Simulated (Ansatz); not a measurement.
Y: response to strain

The parent structure is Y in the hcp (Mg type) structure (space group P6_3/mmc, No. 194; a = 3.594 Å, c = 5.610 Å; relaxed with 0.1 eV smearing). Axes: x lies along a and z along c of the hexagonal cell.

Strains are applied to the cell and any free atomic positions relax; under biaxial strain the out-of-plane vector relaxes too.

Calculations: Kohn–Sham DFT with the PBEsol functional, run in Ansatz (a program for electronic structure) with PAW and 420 eV plane waves, no spin-orbit coupling.

Notes on the quantities. pressure: mean of the normal stresses, compression positive.

```csv
case,out-of-plane strain,pressure
base,–,0.0 GPa
"biaxial strain −2.50 %, plane normal [001], relaxed out of plane",+1.50 %,1.5 GPa
"biaxial strain −1.50 %, plane normal [001], relaxed out of plane",+0.88 %,0.9 GPa
"biaxial strain −0.50 %, plane normal [001], relaxed out of plane",+0.28 %,0.3 GPa
"biaxial strain +0.50 %, plane normal [001], relaxed out of plane",-0.28 %,-0.3 GPa
"biaxial strain +1.00 %, plane normal [001], relaxed out of plane",(withheld),(withheld)
"biaxial strain +1.50 %, plane normal [001], relaxed out of plane",-0.81 %,-0.9 GPa
"biaxial strain +2.00 %, plane normal [001], relaxed out of plane",-1.07 %,-1.2 GPa
"biaxial strain +2.50 %, plane normal [001], relaxed out of plane",-1.33 %,-1.4 GPa
"biaxial strain +3.00 %, plane normal [001], relaxed out of plane",-1.59 %,-1.7 GPa
```

### Question
What belongs in the blanks?

### Answer

- biaxial strain +1.00 %, plane normal [001], relaxed out of plane, out-of-plane strain: -0.55 %
- biaxial strain +1.00 %, plane normal [001], relaxed out of plane, pressure: -0.6 GPa

Whether these cells are dynamically stable was not tested. All final runs are without spin polarisation.
